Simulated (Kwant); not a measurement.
Device: circular cavity between two wires in a Si two-dimensional gas. Effective mass 0.19 mₑ, grid spacing 6.7 nm, hard walls, nominal width 80 nm (11 grid rows, so walls 80.4 nm apart), one parabolic valley, scattering region 600 nm long along x; energies count from the band bottom; Fermi energy swept from 0.00024739 to 0.0037108 eV. Cavity of radius 130 nm, straight part 0 nm, centre moved sideways by 0 nm.

Constants are typed, rounded textbook-type inputs, not results; the design itself was drawn at random and stands for no fabricated device.

Kwant, effective-mass tight-binding model on a square grid, one spin, coherent transport at 0 K. Conductance is in e²/h.

### Question
How many channels do the leads carry at E = 1.53, 3.10 meV?

### Answer
The hard-wall thresholds are n² ħ²π²/(2mW²) = n² × 0.306 meV with W = 80.4 nm. √(1.53/0.306) = 2.23, so 2. √(3.10/0.306) = 3.18, so 3.
